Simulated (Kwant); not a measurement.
Model system: quantum point contact (saddle potential) in a GaN two-dimensional gas. Effective mass 0.22 mₑ, grid spacing 6.2 nm, hard walls, nominal width 150 nm (25 grid rows, so walls 161.2 nm apart), one parabolic valley, scattering region 450 nm long along x; energies count from the band bottom; Fermi energy 0.00177 eV. Potential (V0 + ½k y²) cos²(πx/L) for |x| < L/2, with V0 swept from 0.0018585 to 0 eV, k = 2.7e-06 eV/nm², L = 350 nm.

The device is made up for the run: typed textbook-type constants, with dimensions and the other settings drawn at random.

Computed with Kwant: effective-mass tight-binding model on a square grid, one spin, coherent transport at 0 K. Conductance is in e²/h.

Sweep values stay those of the base run.

The effective mass was swept, all else fixed.

```tsv
effective mass (mₑ)	G (e²/h) at V0 = 0.4848 meV	G (e²/h) at V0 = 1.401 meV	mean G (e²/h) over the sweep
0.13	1.00	(withheld)	(withheld)
0.18	1.00	0.047	0.77
0.22	1.03	0.092	0.88
0.29	1.76	0.24	1.01
```

Question: Complete the blanks.

Answer: 
- 0.13, G (e²/h) at V0 = 1.401 meV: 0.018
- 0.13, mean G (e²/h) over the sweep: 0.62
